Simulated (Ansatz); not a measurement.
**Short convergence ladders for a (110) slab of MgS (cut from a parent of space group no. 216; 8 atoms in the cell)**

```
MgS
1.0
    5.69457     0.00000     0.00000
    0.00000     4.02667     0.00000
    0.00000     0.00000    20.04002
Mg S
4 4
Direct
  0.00000   0.25000   0.44977
  0.50000   0.75000   0.34930
  0.00000   0.25000   0.65070
  0.50000   0.75000   0.55024
  0.75000   0.25000   0.34930
  0.25000   0.75000   0.44977
  0.75000   0.25000   0.55024
  0.25000   0.75000   0.65070
```

Base method: LDA (PW92), default PAW files made with PBE (plane waves; Ansatz, a quantum-chemistry and plane-wave program).

Base settings: basis.ecutwfc = 420 eV; kpoints.mp_grid.grid = 4 6 1; hamiltonian.xc = lda; hamiltonian.pseudopotentials = {kind: paw} (the program's default PAW files); scf.occupations.method = fermi_dirac; scf.occupations.width = 0.05 eV.

The count of work is k-points × plane waves × bands × iterations; it is no time. Core times come from one kind of shared machine, to one figure; runs under 30 s give none.

**The k-point mesh**

Only quantities that move along the ladder and can be compared are tabulated.

```csv
kpoints.mp_grid.grid,free energy less the last step's (meV/atom),largest difference of a force vector from the last step's (eV/Å),gap on the mesh (eV),count of work / last
1 2 1,109.43,0.330,2.102,0.042
2 2 1,70.06,0.076,2.151,0.083
2 3 1,10.18,0.020,2.204,0.083
3 3 1,9.53,0.016,2.194,0.083
3 4 1,1.84,0.005,2.196,0.12
3 5 1,0.47,0.002,2.197,0.12
4 5 1,0.38,0.001,2.197,0.19
4 6 1,0.10,0.001,2.199,0.25
5 7 1,0.02,0.000,2.194,0.25
6 8 1,0.01,0.000,2.199,0.42
7 10 1,0.00,0.000,2.197,0.50
8 11 1,0.00,0.000,2.193,0.62
9 13 1,0.00,0.000,2.193,0.73
11 15 1,0.00,0.000,2.194,1.0
```

Coarsest kpoints.mp_grid.grid that holds the free energy within 1 meV/atom of the last step, with all finer ones: 3 5 1, at 0.12 of the last step's count of work; the step before is off by 1.8 meV/atom.

Coarsest kpoints.mp_grid.grid that holds the forces within 0.01 eV/Å of the last step, with all finer ones: 3 4 1, at 0.12 of the last step's count of work; the step before is off by 0.016 eV/Å.

Two neighbours can agree and both be off: 2 3 1 and 3 3 1 differ by 0.65 meV/atom in the free energy, yet lie about 9.5 meV/atom from the last step.

The gap on the mesh jumps up and down from mesh to mesh; it is no smooth measure of convergence.

**The depth of the slab**

On a (110) slab of MgS (cut from a parent of space group no. 216; 4 atoms in the cell), and deeper slabs.

Surface energy = (E_slab − N e_bulk)/2A, with e_bulk from the bulk crystal on its finest mesh (256 k-points); errors per atom of slab and bulk, whose meshes differ, grow with N.

The mesh stays at the base's, so the ladder's end is converged at best in this setting alone.

Only quantities that move along the ladder and can be compared are tabulated.

```csv
atoms,unrelaxed surface energy (J/m²),gap on the mesh (eV),count of work / last,core time / last (rough)
4,0.887,2.203,0.057,–
8,0.933,2.199,0.14,–
12,0.937,2.241,0.26,–
16,0.938,2.282,0.40,0.3
20,0.938,2.309,0.57,0.5
24,0.938,2.325,0.77,0.8
28,0.938,2.334,1.0,1
```

Smallest size that holds the gap on the mesh within 0.02 eV of the last step, with all finer ones: 24; the step before is off by 0.025 eV.

Smallest size that holds the unrelaxed surface energy within 0.01 J/m² of the last step, with all finer ones: 8, at 0.14 of the last step's count of work; the step before is off by 0.051 J/m².

On the base run: the starting cell comes from a database of computed structures (which also holds hypothetical and non-ambient phases and stackings), without a prior relaxation at this level. The slab is cut from that crystal, and its faces are unrelaxed. Its lattice was rescaled by up to half a per cent. Spin polarisation is off, though cut faces can carry moments; a gap of a slab can lie between surface states. In the base run, forces exceed 1 eV/Å.

Keys are those of Ansatz 0.2.
